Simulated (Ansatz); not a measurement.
An Ansatz (a quantum-chemistry and plane-wave program) run: PbI2; PBEsol-D3(BJ) (Ansatz; PAW; 420 eV plane waves; no spin-orbit coupling), earlier PAW set.

Input:

Ansatz 0.2 input:
```yaml
crystal:
  lattice:
    - [4.4396581222, 0, 0]
    - [-2.2198290611, 3.844856718, 0]
    - [0, 0, 6.7419943284]
  atoms:
    - { symbol: Pb, position: [0, 0, 0] }
    - { symbol: I, position: [0.3333333333, 0.6666666667, 0.2802378182] }
    - { symbol: I, position: [0.6666666667, 0.3333333333, 0.7197621818] }
basis: { ecutwfc: 420, ecutrho_ratio: 4, xc_grid: 2, fft_grid_basis: typed }
kpoints: { mp_grid: { grid: [9, 9, 5] } }
hamiltonian:
  xc: pbesol
  dispersion: d3bj
  pseudopotentials: { azcp: { folder: ./paw }, kind: paw }
scf: { occupations: { method: fermi_dirac, width: 0.05 }, convergence: { dr2_threshold: 0.0000000003 } }
output: { forces: true, stress: true }
```

Output (explanatory and most iteration lines left out):

```
Pseudopotential: Pb, paw, valence charge 14
Pseudopotential: I, paw, valence charge 17
Crystal: 3 atoms, lattice volume = 115.085 Å³
Basis set: ecut = 420 eV, 2261 PW (Γ), exchange–correlation on 60×60×96 points (8 copies of the dense FFT grid, shifted against one another)
Bands: 28, of which v1, the nominal top of the filled ones, is band 24 counted from 1 (23 counted from 0)
Symmetry: 12 space group operations
Space group: P-3m1 (ITA 164), of the structure as read, at distance tolerance 4.9e-5 Å
k-points: 50 of 405
Functional: x = pbesol(κ = 0.804, μ = 0.12345679012345678), c = pbesol(β = 0.046)
SCF iter   1: F=—  HF=-26624.783716 eV  |F-HF|=—  |Δ(HF+E_count)|=         —  Δρ=1.29e-2  dr2=3.79e-1  ethr=3.10e-3  ⟨swp⟩=8.4  Hψ=6948  notcnv=0
SCF iter   2: F=—  HF=-26624.705951 eV  |F-HF|=—  |Δ(HF+E_count)|=   7.78e-2  Δρ=6.06e-3  dr2=3.68e-2  ethr=7.89e-4  ⟨swp⟩=4.0  Hψ=2863  notcnv=0
SCF 1 converged in 10 iterations: F = -26624.716061 eV  dr2 = 6.20e-11
SCF converged after 10 iterations
Free energy (F): -26624.716061 eV
Internal energy: -26624.716061 eV  (E = F + TS)
E sigma→0 (E₀):  -26624.716061 eV
Fermi energy:    7.455798 eV
  E_disp       = -0.980700  (pairwise vdW)
--- Forces (eV/Å), atoms counted from 1 ---
  atom   1  Pb    -0.00000000    -0.00000000     0.00000000
  atom   2  I      0.00000000    -0.00000000    -0.00151828
  atom   3  I      0.00000000     0.00000000     0.00151828
--- Stress (GPa, compression-positive) ---
       -0.009625      -0.000000      -0.000000
       -0.000000      -0.009625      -0.000000
        0.000000      -0.000000      -0.009863
  P = ⅓ Tr σ = -0.0097 GPa (-0.097 kbar)
```

Spin-orbit coupling, missing from the scalar runs, can matter with I and Pb. No phonon test of stability was made. The cell is PbI2 in the CdI2 type structure (space group P-3m1, No. 164; layered).
